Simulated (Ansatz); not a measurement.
## MgS: stress against strain

MgS (rock salt, Fm-3m, 17.394 Å³/atom at rest) under an equal strain ε in the (111) plane with the normal axis free, as in a coherent film. PBEsol in Ansatz, a plane-wave DFT program (PAW, default set), 420 eV, 11×11×11 Γ-centred mesh, Fermi-Dirac smearing 0.05 eV; ions are relaxed within the symmetry of each cell. Stress is positive for a compressed cell.

Here s stands for strain and y for stress xx.

```csv
strain (%),stress xx (GPa)
-1.25,2.21
-0.83,1.44
-0.42,0.72
0.00,0.00
0.42,-0.70
0.83,-1.36
1.25,-2.01
2.50,?
```

Fit y of the 7 rows that show it with a straight line. Means: s 0, y 0.043. About the means, the sum of products is -8.1954 and the sum of squares of s is 4.8556; the slope is their ratio. Least squares gives y = 0.043 - 1.6878·s. Residuals (row less fit): 0.057, -0.004, -0.032, -0.043, -0.034, -0.002, 0.057; standard error 0.046 (degrees of freedom: 5). The slope gives the biaxial elastic modulus of this plane = 169 ± 2 GPa.

### Question
What does the fit predict for y at s = 2.50, and how far is the calculated value from it?

### Answer
y = 0.043 - 1.6878 × 2.50 = -4.176 GPa. The calculation gives -3.85 GPa, 0.326 GPa above the prediction (5.4 % of the range of y in the table). The row lies outside the fitted rows, so this is an extrapolation. From the scatter of the fitted rows alone, a prediction at this place has a standard error of 0.072 GPa, so the miss is 4.5 times that.

One order more, fitted to all 13 runs of the series, follows each within 0.01, so the miss is the next term of a smooth law. Rows are the converged runs of the series near zero and its far end; series whose fitted rows scatter by over a few per cent of the range, as at a crossing or softening among them, aren't shown in this form. Most that stay on the fit to the last digits aren't either.
